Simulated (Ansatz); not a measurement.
Start from Be in the hcp (Mg type) structure (space group P6_3/mmc, No. 194; a = 2.263 Å, c = 3.566 Å; relaxed with 0.1 eV smearing). Axes: x lies along a and z along c of the hexagonal cell.

Level of theory: PBE (Ansatz, an electronic-structure program, PAW, no spin-orbit coupling).

Base values:

The pressure is 0.0 GPa. The shortest interatomic distance is 2.211 Å.

The change: the cell is compressed by 2.00 % along z with no lateral relaxation, atoms relaxed at fixed cell.

What happens to the energy relative to the base?

The energy grows by 3.9 meV/atom.

What happens to the pressure?

The pressure (mean of the normal stresses, compression positive) goes from zero to 2.9 GPa.

What does the calculation give for the shortest interatomic distance after the change?

The shortest interatomic distance drops by 0.029 Å, from 2.211 Å to 2.182 Å.

The cells carry an imposed strain or load. No phonon test of stability was made.
